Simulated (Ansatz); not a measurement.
Defect: P vacancy in zinc-blende AlP, charge state +3. All values below come from PBE, PAW (plane waves to 420 eV; Ansatz, a program for electronic structure).

Cell of 64 host sites held at the relaxed PBE lattice; a 2×2×2 k-point mesh shifted by half a step; Fermi-Dirac width 0.01 eV, spin-restricted; finite-size errors left in. Static, classical nuclei. The charge state is imposed; whether it is stable for some Fermi level was not computed. Forms of the defect that were not tried may lie lower.

Barriers: single points on a 3×3×3 k-point mesh shifted by half a step at the bands' geometries.

The step: one P atom jumps into the vacancy from a nearby P site (strongly reconstructed ends). Atoms about the jump, Cartesian Å from the middle of the jump, before and after:

```tsv
atom	x0	y0	z0	x1	y1	z1
P1	0.00	1.40	1.40	0.00	-1.40	-1.40
Al2	1.74	0.33	0.33	1.74	-0.33	-0.33
Al3	-1.33	0.00	2.80	-1.66	-0.33	3.08
Al4	-1.66	-3.08	0.33	-1.33	-2.80	0.00
Al5	-1.33	2.80	0.00	-1.66	3.08	-0.33
Al6	-1.66	0.33	-3.08	-1.33	0.00	-2.80
P7	-2.74	1.40	-1.34	-2.74	1.34	-1.40
P8	-2.74	-1.34	1.40	-2.74	-1.40	1.34
```

Question: Where do these atoms stand at the saddle point, and how high is it?

Answer: 
```
atom      x      y      z
----  -----  -----  -----
P1    -0.49   0.00   0.00
Al2    1.81   0.00   0.00
Al3   -1.45  -0.19   2.58
Al4   -1.45  -2.58   0.19
Al5   -1.45   2.58  -0.19
Al6   -1.45   0.19  -2.58
P7    -3.05   1.45  -1.45
P8    -3.05  -1.45   1.45
```
It lies 2.13 eV above the start and 2.13 eV above the end. The program found a first-order saddle point.
